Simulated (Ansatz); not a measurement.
A self-consistent single point of LaPt (Cm, 4 atoms in the cell) with Ansatz (a quantum-chemistry and plane-wave program).

Method: LDA (PW92), default PAW files made with PBE (plane waves; Ansatz).

```yaml
crystal:
  lattice:
    - [2.00247, -5.61083, 0.00000]
    - [2.00247, 5.61083, 0.00000]
    - [0.00000, 0.00000, 4.56904]
  atoms:
    - { symbol: La, position: [0.86438, 0.13562, 0.76094] }
    - { symbol: La, position: [0.13562, 0.86438, 0.25000] }
    - { symbol: Pt, position: [0.59120, 0.40880, 0.75000] }
    - { symbol: Pt, position: [0.40880, 0.59120, 0.25000] }
```

Reference input (self-consistent single point, DFT, LDA (PW92), plane waves, default PAW files made with PBE): basis.ecutwfc = 420 eV; kpoints.mp_grid.grid = 7 7 5; hamiltonian.xc = lda; hamiltonian.pseudopotentials = {kind: paw} (the program's default PAW files); scf.occupations.method = gaussian; scf.occupations.width = 0.1 eV. This run's input differs from it in these lines:

Ansatz 0.2 input:
```diff
@@ -13,3 +13,3 @@
 kpoints:
-  mp_grid: { grid: [7, 7, 5] }
+  mp_grid: { grid: [14, 14, 12], shift: [0.5, 0.5, 0.5] }
 hamiltonian:
```

Log, with long lists cut:

```
SCF iter   1: F=—  HF=-36646.562501 eV  |F-HF|=—  |Δ(HF+E_count)|=         —  Δρ=5.00e-3  dr2=1.79e-2  ethr=1.77e-3  ⟨swp⟩=7.2  Hψ=99476  notcnv=0
all-band conjugate gradients solve this SCF's bands
preconditioner: auto → Kerker (q_TF=auto, 2.481 Å⁻¹)
SCF iter   2: F=—  HF=-36646.559541 eV  |F-HF|=—  |Δ(HF+E_count)|=   2.96e-3  Δρ=2.46e-3  dr2=4.20e-3  ethr=3.09e-5  ⟨swp⟩=3.1  Hψ=47604  notcnv=0  defer=619
   [... lines left out ...]
SCF iter   4: F=—  HF=-36646.558818 eV  |F-HF|=—  |Δ(HF+E_count)|=   1.24e-4  Δρ=1.85e-4  dr2=6.93e-5  ethr=1.54e-6  ⟨swp⟩=2.5  Hψ=35361  notcnv=0  defer=619
SCF iter   5: F=—  HF=-36646.558809 eV  |F-HF|=—  |Δ(HF+E_count)|=   9.12e-6  Δρ=4.16e-5  dr2=4.61e-6  ethr=1.19e-7  ⟨swp⟩=2.6  Hψ=36960  notcnv=0  defer=619
SCF iter   6: F=—  HF=-36646.558808 eV  |F-HF|=—  |Δ(HF+E_count)|=   7.23e-7  Δρ=1.33e-5  dr2=2.34e-7  ethr=7.95e-9  ⟨swp⟩=2.3  Hψ=36335  notcnv=0  defer=619
SCF iter   7: F=-36646.558808 eV  HF=-36646.558808 eV  |F-HF|=3.38e-8  |Δ(HF+E_count)|=   1.08e-8  Δρ=5.42e-6  dr2=4.51e-8  ethr=1.72e-10  ⟨swp⟩=14.9  Hψ=118926  notcnv=0
SCF 1 converged in 7 iterations: F = -36646.558808 eV  dr2 = 4.51e-8
Free energy (F): -36646.558808 eV
Internal energy: -36646.543903 eV  (E = F + TS)
E sigma→0 (E₀):  -36646.551356 eV
Entropy (-TS):   -0.014905 eV (-3.726 meV/atom)
Fermi energy:    14.465723 eV
--- Forces (eV/Å), atoms counted from 1 ---
  atom   1  La     0.00000000    -0.13728544    -0.17568306
  atom   2  La     0.00000000     0.13976832     0.07110243
  atom   3  Pt     0.00000000     0.05110800     0.02448203
  atom   4  Pt     0.00000000    -0.05366936     0.08010624
--- Stress (GPa, compression-positive) ---
       -6.400009      -0.000000      -0.000000
       -0.000000      -6.956367       0.105176
       -0.000000       0.105176      -7.055077
  P = ⅓ Tr σ = -6.8038 GPa (-68.038 kbar)
  The stress holds the Pulay correction. Without it, at fixed plane waves, as pw.x and ABINIT print it: P = -6.8188 GPa
```

The run converged in 7 iterations. Against the reference run the free energy is nearly the same (within 1 meV/atom), the pressure stays near -6.80 GPa while the yy stress (positive for compression) goes from -7.27 to -6.96 GPa and the largest force goes from 0.252 to 0.223 eV/Å.

The starting cell comes from a database of computed structures (which also holds hypothetical and non-ambient phases and stackings), without a prior relaxation at this level. Its lattice was rescaled by up to half a per cent. One atom was moved a little off its site on purpose. Spin polarisation is off. Ansatz's pressure includes its estimate of the finite-basis (Pulay) stress.

Cost on one core of a shared machine: roughly 4 min.
